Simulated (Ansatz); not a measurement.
## ZnSe, pressure series

The parent structure is ZnSe in the zinc blende structure (space group F-43m, No. 216).

Space group F-43m (No. 216); a = b = c = 5.666 Å, α = β = γ = 90.00°

```tsv
atom	site	symmetry	x	y	z
Se	4c	-43m	0.2500	0.2500	0.2500
Zn	4a	-43m	0.0000	0.0000	0.0000
```
(The calculation used a cell of 2 atoms; values per cell refer to that cell.)

Cell and atoms are relaxed at each pressure.

Calculations: r2SCAN (Ansatz, an electronic-structure program), spin-orbit coupling left out, earlier PAW set.

```
pressure (GPa)  volume per atom (Å³/atom)
--------------  -------------------------
-2                                 23.495
-1                                 23.097
0                                  22.738
0.7                                     ?
1.5                                22.244
3                                  21.802
5                                  21.277
7.5                                20.702
10                                 20.199
```

Question: Fit the third-order Birch–Murnaghan form P(V) = (3B₀/2)[(V₀/V)^(7/3) − (V₀/V)^(5/3)]·[1 + (3/4)(B₀′ − 4)((V₀/V)^(2/3) − 1)] (squares taken in P) to the rows shown and predict the withheld row.

Answer: Least squares on the printed values gives V₀ = 22.736 Å³/atom, B₀ = 65.3 GPa, B₀′ = 4.3; this predicts 22.499 Å³/atom, and the run gives 22.500 Å³/atom, in agreement.

Measured bulk modulus of ZnSe: 62.4 GPa (temperature not stated; as listed in Cormac Toher et al., Physical Review Materials (2017)); the computed value is for a static lattice, so the two differ by thermal effects too.

Load acts through the strain it causes; cell and atoms are relaxed under it. Stability against distortions was not tested. Tetrahedral semiconductors of this kind turn to denser phases somewhere between about 1 and 50 GPa; those were not computed, so compressed cells here can lie past the real transition.
